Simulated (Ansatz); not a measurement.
Take BN in the zinc blende structure (space group F-43m, No. 216; a = 3.610 Å) as the base. Axes: x, y, z lie along the cube axes.

Level of theory: DFT with r2SCAN, PAW potentials and a 500 eV plane-wave cutoff in Ansatz (a program for electronic structure), scalar-relativistic without spin-orbit coupling.

Base values:

```
Quantity                              Result
---------------------  ---------------------
Valence-band top at Γ    0.00, 0.00, 0.00 eV
Valley order           X along ⟨100⟩ 5.00 eV
```

Now apply this change: a pure shear with ε_xy = ε_yx = 0.0082, atoms relaxed at fixed cell.

Q: Estimate the effect on the valence-band top at Γ and valley order.

A: The valence-band top at Γ (three highest levels, from the VBM) changes from 0.00, 0.00, 0.00 eV to 0.00, -0.04, -0.08 eV; the valley order (the lowest conduction-band minima on the path, energy above the VBM, named in the base's zone) goes from X along ⟨100⟩ 5.00 eV to X along [001] 4.95 eV; X along [010] 4.96 eV.

The levels and masses belong to the bands next to the band gap. The cells carry an imposed strain or load. Whether these cells are dynamically stable was not tested.
